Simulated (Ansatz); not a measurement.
Start from Zr in the hcp (Mg type) structure (space group P6_3/mmc, No. 194; a = 3.1438 Å, c = 5.0928 Å; relaxed with 0.1 eV smearing). Axes: x lies along a and z along c of the hexagonal cell.

The values are results of LDA (Ansatz, a quantum-chemistry and plane-wave program; PAW; 420 eV plane waves; without spin-orbit coupling), not measurements.

Base values:

```
Property                        Result
-----------------------------  -------
Pressure                       0.0 GPa
Shortest interatomic distance  3.127 Å
```

Modification: the cell is compressed by 2.50 % along z with no lateral relaxation; the atoms relax in the strained cell.

Problem. Predict the new pressure and shortest interatomic distance.

Solution. The pressure (mean of the normal stresses, compression positive) goes from zero to 3.0 GPa; the shortest interatomic distance drops by 0.052 Å, from 3.127 Å to 3.075 Å.

No phonon test of stability was made. All final runs are without spin polarisation.
